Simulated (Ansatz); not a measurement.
Consider the following.

```xyz
5
Lattice="3.9913 0.0667 0.0000 0.0667 3.9913 0.0000 0.0000 0.0000 3.9913" Properties=species:S:1:pos:R:3 pbc="T T T"
K      0.0000     0.0000     0.0000
Mg     2.0290     2.0290     1.9957
F      1.9957     0.0333     1.9957
F      0.0333     1.9957     1.9957
F      2.0290     2.0290     0.0000
```

No spin polarisation.

Computed with PBEsol, PAW, 420 eV (Ansatz, an electronic-structure program; no spin-orbit coupling). Γ-centred 8×8×8 mesh, Fermi–Dirac width 0.05 eV.

Question: What electron mass does the calculation give?

Answer: 0.51 mₑ (at Γ).

Question: Predict the band gap.

Answer: 7.10 eV.

Question: What is the computed stress (xx, yy, zz, yz, xz, xy; compression positive)?

Answer: (0.06, 0.06, 0.02, 0.00, 0.00, -1.52) GPa.

The cells carry an imposed strain or load. Masses are band curvatures over ±0.01 Å⁻¹ around the edge. Stability against distortions was not tested. The cell was made from KMgF$_{3}$ in the cubic perovskite structure (space group Pm-3m, No. 221) by this change: tensor shear ε_xy = +1.67 %.
